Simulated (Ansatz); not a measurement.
Input and output of a zone-centre phonon calculation for CoSn (P6/mmm, 6 atoms in the cell) (Ansatz, a quantum-chemistry and plane-wave program).

Computed with LDA (PW92), default PAW files made with PBE (plane waves; Ansatz).

```
CELL_PARAMETERS angstrom
      5.21981     0.00000     0.00000
     -2.60990     4.52049     0.00000
      0.00000     0.00000     4.16665
ATOMIC_POSITIONS crystal
  Co 0.00000 0.50000 0.00000
  Co 0.50000 0.00000 0.00000
  Co 0.50000 0.50000 0.00000
  Sn 0.66667 0.33333 0.50000
  Sn 0.33333 0.66667 0.50000
  Sn 0.00000 0.00000 0.00000
```

Reference input (self-consistent single point, DFT, LDA (PW92), plane waves, default PAW files made with PBE): basis.ecutwfc = 30.9 Ry; kpoints.mp_grid.grid = 7 7 8; hamiltonian.xc = lda; hamiltonian.pseudopotentials = {kind: paw} (the program's default PAW files); scf.occupations.method = gaussian; scf.occupations.width = 0.0073 Ry. This run's input differs from it in these lines:

```diff
@@ -26,6 +26,6 @@
     width: 0.0073 Ry
-output:
-  forces: true
-  eigenvalues: true
-  stress: true
+  convergence:
+    dr2_threshold: 1.0e-03 eV
+phonons:
+  method: dfpt
```

Output, abridged:

```
SCF iter   1: F=—  HF=-32828.028372 eV  |F-HF|=—  |Δ(HF+E_count)|=         —  Δρ=1.04e-2  dr2=5.40e-2  ethr=1.77e-3  ⟨swp⟩=6.5  Hψ=26984  notcnv=0  defer=42
all-band conjugate gradients solve this SCF's bands
preconditioner: auto → LDOS
SCF iter   2: F=—  HF=-32828.022252 eV  |F-HF|=—  |Δ(HF+E_count)|=   6.12e-3  Δρ=8.25e-3  dr2=3.50e-2  ethr=5.81e-5  ⟨swp⟩=2.0  Hψ=14827  notcnv=0  defer=298
SCF iter   3: F=—  HF=-32828.009828 eV  |F-HF|=—  |Δ(HF+E_count)|=   1.24e-2  Δρ=6.64e-3  dr2=2.71e-2  ethr=3.76e-5  ⟨swp⟩=2.0  Hψ=13408  notcnv=0  defer=298
SCF iter   4: F=—  HF=-32828.007047 eV  |F-HF|=—  |Δ(HF+E_count)|=   2.78e-3  Δρ=1.91e-3  dr2=2.02e-3  ethr=2.91e-5  ⟨swp⟩=1.7  Hψ=7041  notcnv=0  defer=298
SCF iter   5: F=—  HF=-32828.006791 eV  |F-HF|=—  |Δ(HF+E_count)|=   2.56e-4  Δρ=5.18e-4  dr2=1.85e-4  ethr=2.17e-6  ⟨swp⟩=2.7  Hψ=12045  notcnv=0  defer=298
SCF iter   6: F=-32828.006775 eV  HF=-32828.006776 eV  |F-HF|=1.98e-7  |Δ(HF+E_count)|=   1.58e-5  Δρ=3.48e-5  dr2=9.08e-7  ethr=1.99e-7  ⟨swp⟩=14.4  Hψ=59008  notcnv=0
SCF 1 converged in 6 iterations: F = -32828.006775 eV  dr2 = 9.08e-7
DFPT response loops at Γ: preconditioner auto → Kerker (q_TF=auto, 2.703 Å⁻¹) (partly filled bands, converged f_vac=0.021) …
WARN: q = [0.0000, 0.0000, 0.0000]: the response loops show signs that the electronic state is unstable, or barely stable, against a charge, spin or orbital …
Free energy (F): -32828.006775 eV
Internal energy: -32827.996301 eV  (E = F + TS)
E sigma→0 (E₀):  -32828.001538 eV
Entropy (-TS):   -0.010475 eV (-1.746 meV/atom)
Fermi energy:    15.049223 eV
   [... lines left out ...]
  ASR residual: 1.926e-2 → 0.000e0 eV/Å²; symmetrization residual: 4.661e-4 eV/Å²
  ASR residual per site (eV/Å²): 1.79e-2 1.93e-2 1.79e-2 1.37e-2 1.37e-2 8.21e-3
  Γ frequencies (cm⁻¹): 0.00 0.00 0.00 50.12 107.59 107.59 110.59 161.69 161.69 170.60 170.60 180.85 181.25 181.25 241.77 241.77 258.14 264.93
  non-analytic LO–TO correction: not included (Born effective charges unavailable; polar crystals: no LO–TO splitting at Γ)
```

The run converged in 6 iterations. 

Summary of the result:
* **Free energy E − TS (on the zero of these files)**: -32828.0068 eV
* **Fermi level (on the code's own zero)**: 15.05 eV
* **Zone-centre frequencies (cm⁻¹; negative means imaginary)**: 0, 0, 0, 50, 108, 108, 111, 162, 162, 171, 171, 181, 181, 181, 242, 242, 258, 265

The starting cell comes from a database of computed structures (which also holds hypothetical and non-ambient phases and stackings), without a prior relaxation at this level. Its lattice was rescaled by up to half a per cent. Spin polarisation is off.

Cost on one core of a shared machine: roughly 10 min.

Keys are those of Ansatz 0.2.
